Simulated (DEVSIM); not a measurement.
## abrupt CdTe n-p junction

System: abrupt CdTe n-p junction, at 300 K.

```
layer (left to right)  material  thickness (μm)  Nd (cm⁻³)  Na (cm⁻³)  τn (s)  τp (s)
---------------------  --------  --------------  ---------  ---------  ------  ------
1                          CdTe            5.80     1.6e17          -  7.5e-9  2.2e-9
2                          CdTe           0.310          -       1e16  7.5e-9  7.5e-9
```

Left contact: ohmic. Right contact: ohmic. Voltage is applied to the left contact. Recombination: SRH at mid-gap, Auger. Mobility is μmin + (μ − μmin)/(1 + (N/Nref)^α).

The device is made up for the run: typed textbook-type constants, with dimensions and the other settings drawn at random. Values at 300 K.

```
parameter        CdTe
-------------  ------
gap (eV)          1.5
affinity (eV)    4.28
permittivity     10.2
Nc (cm⁻³)        8e17
Nv (cm⁻³)      1.8e19
μn (cm²/Vs)      1000
μp (cm²/Vs)        80
μn,min            100
μp,min             10
Nref,n           1e17
Nref,p           1e17
αn                0.6
αp                0.6
Cn (cm⁶/s)      1e-30
Cp (cm⁶/s)      1e-30
```

Model (solved in DEVSIM): 1D drift-diffusion, Boltzmann statistics, complete ionisation; no tunnelling, impact ionisation, image-force lowering or self-heating.

The potential step across the device at zero bias is 1.265 V, the largest field in the device at zero bias comes out as 65000 V/cm and the dark forward voltage at 1 A/cm² comes out as 0.995 V. The dark forward voltage at 100 A/cm² is 1.130 V.

Small-signal capacitance in reverse bias (quasi-static):

| V (V) | C (nF/cm²) |
|---|---|
| 0.2 | 27.2 |
| 0.5 | 26.8 |
| 1 | 26.3 |
| 1.5 | 25.9 |
| 2 | 25.5 |
| 3 | 24.8 |
| 4 | 24.2 |
| 5 | 23.6 |
| 6.5 | 22.8 |
| 8 | 22.1 |
| 10 | 21.2 |

Dark reverse current:

```csv
V (V),J (A/cm²)
0.20,4.6e-11
0.50,9.2e-11
1.00,1.5e-10
1.50,1.8e-10
2.00,2.1e-10
3.00,2.4e-10
4.00,2.7e-10
5.00,2.9e-10
6.50,3.2e-10
8.00,3.4e-10
10.00,3.7e-10
```
